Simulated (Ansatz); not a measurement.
The structure below was relaxed with Ansatz (a quantum-chemistry and plane-wave program), PBE, PAW, cutoff 420 eV, spin-orbit coupling left out, at pressure 5 GPa.

Space group F-43m (No. 216); a = b = c = 6.4031 Å, α = β = γ = 90.00°

```
atom  site  symmetry       x       y       z
----  ----  --------  ------  ------  ------
S       4c      -43m  0.2500  0.2500  0.2500
Pb      4a      -43m  0.0000  0.0000  0.0000
```

Problem. Write out a cell with all atoms.

Solution. 
```cif
data_Pb4S4
_chemical_formula_sum 'S4 Pb4'
_space_group_name_H-M_alt 'P 1'
_space_group_IT_number 1
_cell_length_a 6.40308
_cell_length_b 6.40308
_cell_length_c 6.40308
_cell_angle_alpha 90.000
_cell_angle_beta 90.000
_cell_angle_gamma 90.000
loop_
_space_group_symop_operation_xyz
  'x, y, z'
loop_
_atom_site_label
_atom_site_type_symbol
_atom_site_fract_x
_atom_site_fract_y
_atom_site_fract_z
_atom_site_occupancy
S1 S 0.25000 0.25000 0.25000 1
Pb1 Pb 0.00000 0.00000 0.00000 1
S2 S 0.25000 0.75000 0.75000 1
Pb2 Pb 0.00000 0.50000 0.50000 1
S3 S 0.75000 0.25000 0.75000 1
Pb3 Pb 0.50000 0.00000 0.50000 1
S4 S 0.75000 0.75000 0.25000 1
Pb4 Pb 0.50000 0.50000 0.00000 1
```
This is the conventional cell.

Load acts through the strain it causes; cell and atoms are relaxed under it. Whether these cells are dynamically stable was not tested. Competing high-pressure phases were not computed. The cell was made from PbS in the zinc blende structure (space group F-43m, No. 216; a hypothetical phase, not in the database extracts checked) by this change: pressure 5 GPa.
